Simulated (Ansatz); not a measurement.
## Effect of isotropic strain +2.40 % on SrTiO3

Start from SrTiO3 in the cubic perovskite structure (space group Pm-3m, No. 221; a = 3.8911 Å).

Now apply this change: the cell is scaled by 1.0240 in all directions; the atoms relax in the strained cell.

Computed with DFT with PBEsol, PAW potentials and a 420 eV plane-wave cutoff in Ansatz (an electronic-structure program), no spin-orbit coupling. Settings: 9×9×9 k-points, 0.05 eV Fermi–Dirac smearing.

* **Volume per atom**: 12.65 Å³ (base 11.78 Å³)
* **Energy relative to the base (free energy F)**: +33 meV/atom
* **Band gap**: 1.72 eV (base 1.85 eV)
* **Gap character**: indirect, R → Γ (base indirect, R → Γ)
* **Mean gap deformation potential ΔEg/Δln V**: -1.8 eV
* **Width of the top valence band**: 1.01 eV (base 1.05 eV)

No phonon test of stability was made. All final runs are without spin polarisation. Many cubic perovskites are stable only at high temperature; tilts and polar distortions were not tested.
